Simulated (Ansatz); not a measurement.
Input and output of a self-consistent single point for CuAs (P6_3/mmc, 4 atoms in the cell) (Ansatz, a program for electronic structure).

Computed with LDA (PW92), default PAW files made with PBE (plane waves; Ansatz).

```
CELL_PARAMETERS angstrom
      3.82971     0.00000     0.00000
     -1.91485     3.31663     0.00000
      0.00000     0.00000     4.96003
ATOMIC_POSITIONS crystal
  Cu 0.00000 0.00000 0.50000
  Cu 0.00000 0.00000 0.00000
  As 0.66667 0.33333 0.75000
  As 0.33333 0.66667 0.25000
```

Reference input (self-consistent single point, DFT, LDA (PW92), plane waves, default PAW files made with PBE): basis.ecutwfc = 420 eV; kpoints.mp_grid.grid = 13 13 9; hamiltonian.xc = lda; hamiltonian.pseudopotentials = {kind: paw} (the program's default PAW files); scf.occupations.method = cold; scf.occupations.width = 0.2 eV. This run's input differs from it in these lines:

Ansatz 0.2 input:
```diff
@@ -11,3 +11,3 @@
 basis:
-  ecutwfc: 420.0
+  ecutwfc: 210.0
 kpoints:
```

Log, with long lists cut:

```
SCF iter   1: F=—  HF=-22636.118016 eV  |F-HF|=—  |Δ(HF+E_count)|=         —  Δρ=1.23e-1  dr2=3.99e0  ethr=1.77e-3  ⟨swp⟩=5.1  Hψ=13069  notcnv=0
all-band conjugate gradients solve this SCF's bands
preconditioner: auto → LDOS
SCF iter   2: F=—  HF=-22639.097309 eV  |F-HF|=—  |Δ(HF+E_count)|=    2.98e0  S|Δr|=    0.00e0  Δρ=2.58e-1  dr2=2.14e1  ethr=1.77e-3  ⟨swp⟩=3.0  Hψ=12778  notcnv=0  defer=205
   [... lines left out ...]
SCF iter   7: F=—  HF=-22630.597606 eV  |F-HF|=—  |Δ(HF+E_count)|=   1.08e-5  S|Δr|=    0.00e0  Δρ=1.26e-4  dr2=9.05e-6  ethr=8.44e-8  ⟨swp⟩=1.3  Hψ=4161  notcnv=0  defer=187
SCF iter   8: F=—  HF=-22630.597605 eV  |F-HF|=—  |Δ(HF+E_count)|=   1.73e-6  S|Δr|=    0.00e0  Δρ=2.61e-5  dr2=3.74e-7  ethr=1.33e-8  ⟨swp⟩=2.0  Hψ=5193  notcnv=0  defer=187
SCF iter   9: F=-22630.597604 eV  HF=-22630.597604 eV  |F-HF|=5.02e-10  |Δ(HF+E_count)|=   6.87e-8  S|Δr|=    0.00e0  Δρ=9.79e-7  dr2=5.60e-10  ethr=1.47e-10  ⟨swp⟩=8.1  Hψ=14396  notcnv=0
SCF 1 converged in 9 iterations: F = -22630.597604 eV  dr2 = 5.60e-10
Stability not checked (fill_not_monotonic)
Free energy (F): -22630.597604 eV
Internal energy: -22630.596786 eV  (E = F + TS)
E sigma→0 (E₀):  -22630.597332 eV
Entropy (-TS):   -0.000819 eV (-0.205 meV/atom)
Fermi energy:    12.847954 eV
--- Forces (eV/Å), atoms counted from 1 ---
  atom   1  Cu     0.00000000     0.00000000     0.00000000
   [... zero for the other atoms too ...]
--- Stress (GPa, compression-positive) ---
       -8.027984       0.000000      -0.000000
        0.000000      -8.027984      -0.000000
       -0.000000      -0.000000      -9.135111
  P = ⅓ Tr σ = -8.3970 GPa (-83.970 kbar)
  The stress holds the Pulay correction. Without it, at fixed plane waves, as pw.x and ABINIT print it: P = -359.4949 GPa
```

The run converged in 9 iterations. Against the reference run the free energy rises by 7.01 eV/atom and the pressure goes from -5.44 to -8.40 GPa.

The starting cell comes from a database of computed structures (which also holds hypothetical and non-ambient phases and stackings), without a prior relaxation at this level. Spin polarisation is off. Ansatz's pressure includes its estimate of the finite-basis (Pulay) stress. Without the estimate this run gives -359.49 GPa. The cutoff lies below the one recommended for these files. The run gives no clean gap (levels at the Fermi energy touch, overlap or are partly filled at this smearing), which alone does not show that the compound is a metal.
